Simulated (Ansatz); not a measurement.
**Effect of biaxial strain −1.67 %, plane normal [111], relaxed out of plane on GaAs**

Start from GaAs in the zinc blende structure (space group F-43m, No. 216; a = 5.603 Å). Axes: x, y, z lie along the cube axes.

It is then changed as follows: compressive biaxial strain of 1.67 % in the plane normal to [111], as in epitaxy on a mismatched substrate; the out-of-plane cell vector and the atoms relax.

All numbers come from LDA (Ansatz, an electronic-structure program), spin-orbit coupling left out. Settings: 10×10×10 k-points, 0.05 eV Fermi–Dirac smearing.

* **Volume per atom**: 21.43 Å³ (base 21.98 Å³)
* **Space group**: R3m (No. 160) (base F-43m (No. 216))
* **Shortest interatomic distance**: 2.400 Å (base 2.426 Å)
* **Energy relative to the base (free energy F)**: +6.9 meV/atom
* **Pressure (mean of the normal stresses, compression positive)**: 2.04 GPa (base 0.01 GPa)
* **Band gap**: 0.59 eV (base 0.49 eV)
* **Gap character**: direct at Γ (base direct at Γ)
* **Electron mass**: 0.038 mₑ (at Γ) (base 0.029 mₑ (at Γ))
* **Valence-band top at Γ (three highest levels, from the VBM)**: 0.00, 0.00, -0.23 eV (base 0.00, 0.00, 0.00 eV)
* **Valley order (the lowest conduction-band minima on the path, energy above the VBM, named in the base's zone)**: Γ 0.59 eV; L along [1-11] 0.84 eV; a point along [100], about 1.0 Å⁻¹ from Γ 1.11 eV; L along [111] 1.18 eV (base Γ 0.49 eV; L along ⟨111⟩ 0.92 eV; a point along ⟨100⟩, about 1.0 Å⁻¹ from Γ 1.26 eV)
* **Out-of-plane strain**: +0.80 %
* **Ratio −ε⊥/ε∥**: 0.48

Final structure (turned so that z lies along the plane normal):

```
CELL_PARAMETERS angstrom
      3.89561     0.00000     0.00000
      1.94781     3.37370     0.00000
      1.94781    -1.12457     3.26077
ATOMIC_POSITIONS crystal
  Ga 0.99759 0.00120 0.00361
  As 0.50241 0.24880 0.74639
```

Masses are band curvatures over ±0.01 Å⁻¹ around the edge. No phonon test of stability was made. k-point labels follow each cell's own Brillouin zone.
